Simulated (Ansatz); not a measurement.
For YGe₂ (model structure, started from the MoSi2 type, I4/mmm, No. 139, 3 atoms in the cell), PBEsol (Ansatz, an electronic-structure program, PAW) gives:

```
Item                         Result
-------------------  --------------
lattice parameter a         3.505 Å
lattice parameter c         9.913 Å
formation enthalpy   -0.471 eV/atom
```

Q: What does PBE-D3(BJ) (PAW; Ansatz) give for the same quantities?

A: 
- lattice constant a: 3.512 Å (rises by 0.2 %)
- lattice parameter c: 9.927 Å (goes up by 0.1 %)
- formation enthalpy: -0.476 eV/atom (moves by -0.005 eV/atom)

Changes are worked out from the printed values.

Unless a cell is named, each level is at its own relaxed cell (PBEsol 20.30, PBE-D3(BJ) 20.40 Å³/atom).

Ansatz's density-functional and Hartree–Fock values are scalar-relativistic unless marked +SOC, with PAW data made under PBE.

A model structure was made by putting elements into a prototype or built by hand; it is no filed structure, need not be a known phase, and can be a saddle point held by its symmetry.
